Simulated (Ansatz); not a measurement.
Consider CaClF (space group P4/nmm, No. 129; a = 3.867 Å, c = 6.874 Å).

The values are results of plane-wave PAW DFT at the r2SCAN level (Ansatz, a first-principles code, 500 eV), scalar-relativistic without spin-orbit coupling, not measurements.

One change was made to it. Results:

The band gap shrinks by 0.19 eV to 6.09 eV; the width of the top valence band grows by 0.09 eV, from 0.75 eV to 0.84 eV; the shortest interatomic distance shrinks by 0.0635 Å, from 2.345 Å to 2.282 Å.

Question: Which of these changes matches the shifts?
A) pressure 1.5 GPa
B) pressure 3 GPa
C) pressure 0.7 GPa
D) pressure 10 GPa

Answer: D, pressure 10 GPa. For comparison, the band gap in the other runs: pressure 0.7 GPa gives 6.28 eV; pressure 3 GPa gives 6.24 eV; pressure 1.5 GPa gives 6.27 eV.

Load acts through the strain it causes; cell and atoms are relaxed under it. Stability against distortions was not tested. Competing high-pressure phases were not computed.
